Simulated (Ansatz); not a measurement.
## Several settings converged on BaLi2Mg2Si2 (R3m, 7 atoms in the cell)

```yaml
crystal:
  lattice:
    - [2.28348, 1.31837, 8.69511]
    - [-2.28348, 1.31837, 8.69511]
    - [0.00000, -2.63673, 8.69511]
  atoms:
    - { symbol: Ba, position: [0.00192, 0.00192, 0.00192] }
    - { symbol: Li, position: [0.57044, 0.57044, 0.57044] }
    - { symbol: Li, position: [0.42956, 0.42956, 0.42956] }
    - { symbol: Mg, position: [0.86433, 0.86433, 0.86433] }
    - { symbol: Mg, position: [0.13567, 0.13567, 0.13567] }
    - { symbol: Si, position: [0.75790, 0.75790, 0.75790] }
    - { symbol: Si, position: [0.24210, 0.24210, 0.24210] }
```

Base method: LDA (PW92), default PAW files made with PBE (plane waves; Ansatz, a first-principles code).

Base settings: basis.ecutwfc = 420 eV; kpoints.mp_grid.grid = 5 5 5; hamiltonian.xc = lda; hamiltonian.pseudopotentials = {kind: paw} (the program's default PAW files); scf.occupations.method = fermi_dirac; scf.occupations.width = 0.1 eV.

The count of work is k-points × plane waves × bands × iterations; it is no time. Core times come from one kind of shared machine, to one figure; runs under 30 s give none.

**The cutoff for other potential files**

Level: DFT, LDA (PW92), plane waves, harder PAW files (source: ansatz) made with PBE.

In this ladder: hamiltonian.pseudopotentials = {kind: paw, source: ansatz}.

The second cell is the first with its lattice scaled by 0.98.

The mesh stays at the base's, so the ladder's end is converged at best in this setting alone.

Only quantities that move along the ladder and can be compared are tabulated.

```csv
basis.ecutwfc,free energy less the last step's (meV/atom),energy of the compressed cell less the first (meV/atom),pressure without the Pulay estimate (GPa),largest difference of a force vector from the last step's (eV/Å),count of work / last
350 eV,589.87,-10.65,-26.51,0.015,0.10
430 eV,83.17,-9.39,-6.51,0.001,0.15
545 eV,5.03,-9.42,-2.64,0.000,0.21
665 eV,0.60,-9.41,-2.36,0.000,0.28
780 eV,0.28,-9.41,-2.34,0.000,0.35
935 eV,0.18,-9.42,-2.34,0.000,0.46
1170 eV,0.09,-9.42,-2.34,0.000,0.65
1560 eV,0.00,-9.42,-2.34,0.000,1.0
```

Coarsest basis.ecutwfc that holds the free energy within 2 meV/atom of the last step, with all finer ones: 665 eV, at 0.28 of the last step's count of work; the step before is off by 5.0 meV/atom.

Coarsest basis.ecutwfc that holds the forces within 0.005 eV/Å of the last step, with all finer ones: 430 eV, at 0.15 of the last step's count of work; the step before is off by 0.015 eV/Å.

Coarsest basis.ecutwfc that holds the energy of the compressed cell less the first within 1 meV/atom of the last step, with all finer ones: 430 eV, at 0.15 of the last step's count of work; the step before is off by 1.2 meV/atom.

The energy difference between the two cells stays within 1 meV/atom of the last step's from 430 eV on, the total only from 665 eV on: much of the error is common to both cells and cancels.

At the lowest cutoff the pressure without the Pulay estimate lies 24.2 GPa under the last step's, the usual sign of Pulay stress in an incomplete plane-wave basis.

**The relaxed cell against the cutoff**

On BaLi2Mg2Si2 (R-3m, 7 atoms in the cell): atoms on their sites.

In this ladder: relax = cell and atoms.

The mesh stays at the base's, so the ladder's end is converged at best in this setting alone.

Only quantities that move along the ladder and can be compared are tabulated.

| basis.ecutwfc | relaxed volume (Å³/atom) | relaxation steps | core time / last (rough) |
|---|---|---|---|
| 210 eV | 21.297 | 17 | 0.5 |
| 250 eV | 21.164 | 13 | 0.5 |
| 295 eV | 21.179 | 7 | – |
| 355 eV | 21.147 | 7 | – |
| 420 eV | 21.155 | 5 | – |
| 505 eV | 21.152 | 5 | 0.5 |
| 630 eV | 21.152 | 5 | 0.6 |
| 840 eV | 21.152 | 5 | 1 |

Coarsest basis.ecutwfc that holds the relaxed volume within 0.021 Å³/atom of the last step, with all finer ones: 355 eV; the step before is off by 0.027 Å³/atom.

At the lowest cutoff the cell relaxes to a volume 0.7 % larger than at the highest. Ansatz relaxes on a stress corrected for the finite basis.

On the base run: the starting cell comes from a database of computed structures (which also holds hypothetical and non-ambient phases and stackings), without a prior relaxation at this level. Its lattice was rescaled by up to half a per cent. One atom was moved a little off its site on purpose.

Keys are those of Ansatz 0.2.
